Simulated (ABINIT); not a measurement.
ABINIT run on CaCd2 (Imma, 6 atoms in the cell): self-consistent single point.

Computed with PBEsol, PAW (JTH v2.0 PBE PAW, files made for PBE) (plane waves; ABINIT).

```xyz
6
Lattice="-2.4689 3.7888 4.1979 2.4689 -3.7888 4.1979 2.4689 3.7888 -4.1979" Properties=species:S:1:pos:R:3 pbc="T T T"
Ca     0.0000     1.8944     4.5459
Ca     2.4689     1.8944    -0.3480
Cd     0.0000     3.4260     1.3815
Cd     2.4689     0.3628     2.8164
Cd     0.0000     0.3628     1.3815
Cd     2.4689     3.4260     2.8164
```

Reference input (self-consistent single point, DFT, LDA (PW92), plane waves, PAW (JTH v2.0 LDA PAW)): pseudos = [Ca.LDA_PW-JTH.xml, Cd.LDA_PW-JTH.xml]; ecut = 40 Ry; pawecutdg = 80 Ry; pawxcdev = 0; occopt = 3; tsmear = 0.00367493 Ha; ngkpt = 4 4 4; nshiftk = 1; shiftk = 0 0 0; potentials = JTH v2.0 LDA PAW; nband = 43; kptopt = 1. This run's input differs from it in these lines:

```diff
@@ -1,4 +1,4 @@
-# CaCd2, JTH v2.0 LDA PAW
+# CaCd2, JTH v2.0 PBE PAW
 pp_dirpath "./"
-pseudos "Ca.LDA_PW-JTH.xml, Cd.LDA_PW-JTH.xml"
+pseudos "Ca.GGA_PBE-JTH.xml, Cd.GGA_PBE-JTH.xml"
 acell 6.1703371964 6.1703371964 6.1703371964 Angstrom
@@ -23,2 +23,3 @@
 pawxcdev 0
+ixc -116133
 occopt 3
```

Its files differ too (potentials: JTH v2.0 LDA PAW → JTH v2.0 PBE PAW).

Output (repeated stretches shortened):

```
--- !BeginCycle
solver: {iscf: 17, nstep: 50, nline: 4, wfoptalg: 10, }
tolerances: {toldfe: 1.00E-09, }
...

     iter   Etot(hartree)      deltaE(h)  residm     nres2
 ETOT  1  -263.83807119040    -2.638E+02 2.545E-01 1.385E+01
 ETOT  2  -264.29994456022    -4.619E-01 2.752E-02 3.851E+00
 ETOT  3  -264.28453720373     1.541E-02 9.600E-03 1.166E-01
 ETOT  4  -264.28699138393    -2.454E-03 8.336E-03 3.284E-02
 ETOT  5  -264.28834680689    -1.355E-03 5.365E-03 1.530E-02
   [... 41 lines left out ...]
 ETOT 47  -264.29007948352    -2.850E-06 7.998E-03 8.877E-03
 ETOT 48  -264.28988040895     1.991E-04 1.364E-03 5.310E-03
 ETOT 49  -264.28990355266    -2.314E-05 1.244E-03 2.613E-03
 ETOT 50  -264.28991017355    -6.621E-06 3.880E-04 2.021E-03

 Cartesian components of stress tensor (hartree/bohr^3)
  sigma(1 1)=  6.44040444E-05  sigma(3 2)=  0.00000000E+00
  sigma(2 2)=  5.98926554E-05  sigma(3 1)=  0.00000000E+00
  sigma(3 3)=  6.08411294E-05  sigma(2 1)=  0.00000000E+00
 scprqt:  WARNING -
  nstep=   50 was not enough SCF cycles to converge;
  maximum energy difference=  6.621E-06 exceeds toldfe=  1.000E-09

 ----iterations are completed or convergence reached----

 reduced coordinates (array xred) for    6 atoms
       0.791449999997      0.541450000035      0.250000000011
       0.208549999986      0.458550000024      0.750000000011
   [... lines left out ...]
 Fermi (or HOMO) energy (eV) =   5.67495   Average Vxc (eV)=  -9.52251
   [... lines left out ...]
 Eigenvalues (   eV  ) for nkpt=  18  k points:
 prteigrs : prtvol=0 or 1, do not print more k-points.

--- !EnergyTerms
kinetic             :  7.15046663180689E+01
hartree             :  5.98840831471719E+01
xc                  : -2.19851504462038E+01
Ewald energy        : -1.95382275184986E+02
psp_core            :  8.71083940990749E+00
local_psp           : -1.96852921928528E+02
internal            : -2.64275932994444E+02
'-kT*entropy'       : -4.87545278444994E-03
total_energy        : -2.64280808447229E+02
total_energy_eV     : -7.19144652548867E+03
...

-Cartesian components of stress tensor (GPa)         [Pressure= -1.8156E+00 GPa]
- sigma(1 1)=  1.89483209E+00  sigma(3 2)=  0.00000000E+00
- sigma(2 2)=  1.76210246E+00  sigma(3 1)=  0.00000000E+00
- sigma(3 3)=  1.79000752E+00  sigma(2 1)=  0.00000000E+00

 Calculation completed.
```

The run ended unconverged after 50 iterations. 

The starting cell comes from a database of computed structures (which also holds hypothetical and non-ambient phases and stackings), without a prior relaxation at this level. The potentials were made for another functional than the one used.

Cost on one core of a shared machine: roughly 8 min.
